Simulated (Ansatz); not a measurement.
The starting structures come from a database of crystals and need not be the phases stable at ambient conditions.

 Where the default PAW files enter, the runs use the earlier of Ansatz's two default sets.

```yaml
crystal:
  lattice:
    - [4.19870, 0.00000, 0.00000]
    - [-2.09935, 3.63618, 0.00000]
    - [2.09935, -1.21206, 3.42823]
  atoms:
    - { symbol: Mg, position: [0.00000, 0.00000, 0.00000] }
    - { symbol: Se, position: [0.25000, 0.75000, 0.25000] }
```

Space group of this cell: F-43m, zinc blende. The cell is taken as given.

Method: r2SCAN (plane waves, PAW; Ansatz, an electronic-structure program).

The current runs along the normal of the first two printed vectors; no spin-orbit coupling. Scaled by the factor s: all lengths (ions clamped). Meshes 10×10×10 and 12×12 across the current in all rows.

| s | mean pressure (GPa) | band gap (eV) |
|---|---|---|
| 0.98 | 3.7 | 3.65 |
| 1.00 | 0.3 | 3.36 |
| 1.02 | -2.4 | ? |

**Question.** Take the slope of the band gap against ln s from the two given rows, extrapolate to s = 1.02, and say what the run there gives.

**Answer.** Slope = (3.65 − 3.36) / ln 0.98 = -14.4 eV. The line gives 3.36 + (-14.4) × ln 1.02 = 3.08 eV. The run gives 3.09 eV, 0.01 eV over the line, 5 % of the predicted step.
